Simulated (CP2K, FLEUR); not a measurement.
A CP2K input for a self-consistent single point of Nb3Sn (Pm-3n, 8 atoms in the cell) (DFT PBE, GPW, DZVP-MOLOPT-SR-GTH basis, GTH-PBE potentials (GTH_POTENTIALS)):

```
&GLOBAL
  PROJECT run
  RUN_TYPE ENERGY_FORCE
  PRINT_LEVEL LOW
&END GLOBAL
&FORCE_EVAL
  METHOD Quickstep
  STRESS_TENSOR ANALYTICAL
  &DFT
    BASIS_SET_FILE_NAME BASIS_MOLOPT
    POTENTIAL_FILE_NAME GTH_POTENTIALS
    &QS
      METHOD GPW
      EPS_DEFAULT 1E-10
    &END QS
    &MGRID
      CUTOFF 500
      REL_CUTOFF 50
      NGRIDS 5
    &END MGRID
    &SCF
      SCF_GUESS ATOMIC
      EPS_SCF 1E-6
      MAX_SCF 100
      ADDED_MOS 14
      &DIAGONALIZATION
        ALGORITHM STANDARD
      &END DIAGONALIZATION
      &MIXING
        METHOD BROYDEN_MIXING
        ALPHA 0.2
        NBUFFER 12
      &END MIXING
      &SMEAR ON
        METHOD GAUSSIAN
        SIGMA [eV] 0.1
      &END SMEAR
    &END SCF
    &KPOINTS
      SCHEME MONKHORST-PACK 5 5 5
    &END KPOINTS
    &XC
      &XC_FUNCTIONAL PBE
      &END XC_FUNCTIONAL
    &END XC
    &PRINT
      &MO
        EIGENVALUES T
        OCCUPATION_NUMBERS T
        NDIGITS 8
        FILENAME mo
        &EACH
          QS_SCF 0
        &END EACH
        ADD_LAST NUMERIC
      &END MO
      &MULLIKEN OFF
      &END MULLIKEN
    &END PRINT
  &END DFT
  &SUBSYS
    &CELL
      A 5.29216600 0.00000000 0.00000000
      B 0.00000000 5.29216600 0.00000000
      C 0.00000000 0.00000000 5.29216600
      PERIODIC XYZ
    &END CELL
    &COORD
      SCALED
      Nb       0.25000000     0.00000000     0.50000000
      Nb       0.75000000     0.00000000     0.50000000
      Nb       0.50000000     0.75000000     0.00000000
      Nb       0.50000000     0.25000000     0.00000000
      Nb       0.00000000     0.50000000     0.75000000
      Nb       0.00000000     0.50000000     0.25000000
      Sn       0.00000000     0.00000000     0.00000000
      Sn       0.50000000     0.50000000     0.50000000
    &END COORD
    &KIND Nb
      BASIS_SET DZVP-MOLOPT-SR-GTH
      POTENTIAL GTH-PBE-q13
    &END KIND
    &KIND Sn
      BASIS_SET DZVP-MOLOPT-SR-GTH
      POTENTIAL GTH-PBE-q4
    &END KIND
  &END SUBSYS
  &PRINT
    &FORCES ON
    &END FORCES
    &STRESS_TENSOR ON
    &END STRESS_TENSOR
  &END PRINT
&END FORCE_EVAL
```

Problem. Translate this input to FLEUR.

Solution. This is the input that was run; spellings and numerical settings could be chosen otherwise.

Input of the input generator:

```
Nb3Sn FLAPW
&input film=f /
1.0000000000 0.0000000000 0.0000000000
0.0000000000 1.0000000000 0.0000000000
0.0000000000 0.0000000000 1.0000000000
10.0007443461
1.0 1.0 1.0

8
41 0.2500000000 0.0000000000 0.5000000000
41 0.7500000000 0.0000000000 0.5000000000
41 0.5000000000 0.7500000000 0.0000000000
41 0.5000000000 0.2500000000 0.0000000000
41 0.0000000000 0.5000000000 0.7500000000
41 0.0000000000 0.5000000000 0.2500000000
50 0.0000000000 0.0000000000 0.0000000000
50 0.5000000000 0.5000000000 0.5000000000

&comp jspins=1 /
&kpt div1=5 div2=5 div3=5 /
&end /
```

```xml
<?xml version="1.0" encoding="UTF-8" standalone="no"?>
<fleurInput fleurInputVersion="0.39">
   <comment>
      Nb3Sn FLAPW                                                                                         
   </comment>
   <calculationSetup>
      <cutoffs Kmax="4.3" Gmax="17.2" GmaxXC="17.2" numbands="0"/>
      <scfLoop itmax="60" minDistance="0.00001" maxIterBroyd="15" imix="Anderson" alpha="0.05" precondParam="0.0" spinf="2.0"/>
      <coreElectrons ctail="T" frcor="F" kcrel="0" coretail_lmax="0"/>
      <xcFunctional name="pbe" relativisticCorrections="F"/>
      <magnetism jspins="1"/>
      <soc l_soc="F" theta="0.0" phi="0.0" spav="F"/>
      <expertModes spex="0" secvar="F"/>
      <geometryOptimization l_f="T" forcealpha="1.0" forcemix="BFGS" epsdisp="0.00001" epsforce="0.00001"/>
      <ldaU l_linMix="F" mixParam="0.05" spinf="1.0"/>
   </calculationSetup>
   <cell>
      <bzIntegration valenceElectrons="106.0" mode="gauss" fermiSmearingEnergy="0.00367493">
         <kPointListSelection listName="default-1"/>
         <!-- k-points included here -->
         <xi:include xmlns:xi="http://www.w3.org/2001/XInclude" href="kpts.xml"> </xi:include>
      </bzIntegration>
      <!-- symmetry operations included here -->
      <xi:include xmlns:xi="http://www.w3.org/2001/XInclude" href="sym.xml"> </xi:include>
      <bulkLattice scale="1.0">
         <bravaisMatrix>
            <row-1>   10.0007443460999994     0.0000000000000000     0.0000000000000000</row-1>
            <row-2>    0.0000000000000000    10.0007443460999994     0.0000000000000000</row-2>
            <row-3>    0.0000000000000000     0.0000000000000000    10.0007443460999994</row-3>
         </bravaisMatrix>
      </bulkLattice>
   </cell>
   <atomSpecies>
      <species name="Niobium (Nb)" element="Nb" atomicNumber="41">
         <mtSphere radius="2.34" gridPoints="823" logIncrement="0.015"/>
         <atomicCutoffs lmax="10" lnonsphr="8"/>
         <electronConfig flipSpins="F">
            <coreConfig>(1s1/2) (2s1/2) (2p1/2) (2p3/2) (3s1/2) (3p1/2) (3p3/2) (3d3/2) (3d5/2)</coreConfig>
            <valenceConfig>(4s1/2) (4p1/2) (4p3/2) (5s1/2) (4d3/2) (4d5/2)</valenceConfig>
            <stateOccupation state="(5s1/2)" spinUp="0.5" spinDown="0.5"/>
            <stateOccupation state="(4d3/2)" spinUp="0.8" spinDown="0.8"/>
            <stateOccupation state="(4d5/2)" spinUp="1.2" spinDown="1.2"/>
         </electronConfig>
         <energyParameters s="5" p="5" d="4" f="4"/>
         <lo type="SCLO" l="0" n="4" eDeriv="0"/>
         <lo type="SCLO" l="1" n="4" eDeriv="0"/>
      </species>
      <species name="Tin (Sn)" element="Sn" atomicNumber="50">
         <mtSphere radius="2.63" gridPoints="925" logIncrement="0.014"/>
         <atomicCutoffs lmax="10" lnonsphr="8"/>
         <electronConfig flipSpins="F">
            <coreConfig>(1s1/2) (2s1/2) (2p1/2) (2p3/2) (3s1/2) (3p1/2) (3p3/2) (4s1/2) (3d3/2) (3d5/2) (4p1/2) (4p3/2)</coreConfig>
            <valenceConfig>(5s1/2) (4d3/2) (4d5/2) (5p1/2) (5p3/2)</valenceConfig>
            <stateOccupation state="(5p1/2)" spinUp="0.3333333333333" spinDown="0.3333333333333"/>
            <stateOccupation state="(5p3/2)" spinUp="0.6666666666667" spinDown="0.6666666666667"/>
         </electronConfig>
         <energyParameters s="5" p="5" d="5" f="4"/>
         <lo type="SCLO" l="2" n="4" eDeriv="0"/>
      </species>
   </atomSpecies>
   <atomGroups>
      <atomGroup species="Niobium (Nb)">
         <relPos label="                   1">1.000/4.000 .0000000000 1.000/2.000</relPos>
         <relPos label="                   2">-1.000/4.000 .0000000000 1.000/2.000</relPos>
         <relPos label="                   3">1.000/2.000 -1.000/4.000 .0000000000</relPos>
         <relPos label="                   4">1.000/2.000 1.000/4.000 .0000000000</relPos>
         <relPos label="                   5">.0000000000 1.000/2.000 -1.000/4.000</relPos>
         <relPos label="                   6">.0000000000 1.000/2.000 1.000/4.000</relPos>
         <force calculate="T" relaxXYZ="TTT"/>
      </atomGroup>
      <atomGroup species="Tin (Sn)">
         <relPos label="                   7">.0000000000 .0000000000 .0000000000</relPos>
         <relPos label="                   8">1.000/2.000 1.000/2.000 1.000/2.000</relPos>
         <force calculate="T" relaxXYZ="TTT"/>
      </atomGroup>
   </atomGroups>
   <output dos="F" band="F" slice="F">
      <checks vchk="F" cdinf="F"/>
      <bandDOS minEnergy="-.5*Htr" maxEnergy="0.5*Htr" sigma="0.015" storeEVData="T"/>
      <vacuumDOS vacdos="F" integ="F" star="F" nstars="0" locx1="0.0" locy1="0.0" locx2="0.0" locy2="0.0" nstm="0" tworkf="0.0"/>
      <unfoldingBand unfoldBand="F" supercellX="1" supercellY="1" supercellZ="1"/>
      <plotting iplot="0" polar="F">
         <plot TwoD="T" vec1="  1.0  0.0  0.0" vec2="  0.0  1.0  0.0" vec3="  0.0  0.0  1.0" zero="  0.0  0.0  0.0" file="plot"/>
      </plotting>
      <chargeDensitySlicing numkpt="0" minEigenval="0.0" maxEigenval="0.0" nnne="0" pallst="F"/>
      <specialOutput eonly="F"/>
      <magneticCircularDichroism mcd="F" energyLo="-10.0" energyUp="0.0"/>
   </output>
  <!-- We include the file relax.xml here to enable relaxations (see documentation) -->
  <xi:include xmlns:xi="http://www.w3.org/2001/XInclude" href="relax.xml"> <xi:fallback/> </xi:include>
</fleurInput>
```

Basis settings and potentials, where a program has them, do not carry over. This input uses DFT, PBE, all-electron FLAPW (FLEUR), scalar-relativistic valence.

The starting cell comes from a database of computed structures (which also holds hypothetical and non-ambient phases and stackings), without a prior relaxation at this level. Its lattice was rescaled by a random factor within 2.5 % of one. For this run, on top of that: lattice scaled by 0.98.
